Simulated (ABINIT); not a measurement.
Band structure of LaF₃ (Fm-3m, 4 atoms in the cell).

```
LaF3
1.0
    0.00000     2.93164     2.93164
    2.93164     0.00000     2.93164
    2.93164     2.93164     0.00000
La F
1 3
Direct
  0.00000   0.00000   0.00000
  0.50000   0.50000   0.50000
  0.25000   0.25000   0.25000
  0.75000   0.75000   0.75000
```

Method of the run: LDA (PW92), PAW (JTH v2.0 LDA PAW) (plane waves; ABINIT).

Settings: pseudos = [La.LDA_PW-JTH.xml, F.LDA_PW-JTH.xml]; ecut = 52 Ry; pawecutdg = 104 Ry; pawxcdev = 0; occopt = 1; ngkpt = 8 8 8; nshiftk = 1; shiftk = 0 0 0; potentials = JTH v2.0 LDA PAW; kptopt = 1; nstep = 100; tolvrs1 = 1e-10; diemac = 6.

The starting cell comes from a database of computed structures (which also holds hypothetical and non-ambient phases and stackings), without a prior relaxation at this level.

Predict the gap along the standard path and the places of the band edges.

The gap along the path is 5.03 eV, direct at X to within 0.01 eV. Another conduction valley lies within 0.1 eV, so the order of the valleys is not sure.

Levels in eV from the top of the valence band on the SCF mesh, bands 13 to 20:
| point | 13 | 14 | 15 | 16 | 17 | 18 | 19 | 20 |
|---|---|---|---|---|---|---|---|---|
| Γ | -2.39 | -0.02 | -0.02 | -0.02 | 5.33 | 5.33 | 5.33 | 5.39 |
| X | -1.90 | -0.56 | 0.00 | 0.00 | 5.03 | 5.29 | 5.29 | 5.34 |
| W | -1.97 | -0.32 | -0.32 | -0.03 | 5.17 | 5.17 | 5.23 | 5.32 |
| K | -1.94 | -0.40 | -0.08 | -0.07 | 5.11 | 5.22 | 5.27 | 5.28 |
| L | -2.05 | -0.34 | -0.34 | -0.22 | 5.17 | 5.17 | 5.18 | 5.35 |
| U | -1.94 | -0.40 | -0.08 | -0.07 | 5.11 | 5.22 | 5.27 | 5.28 |
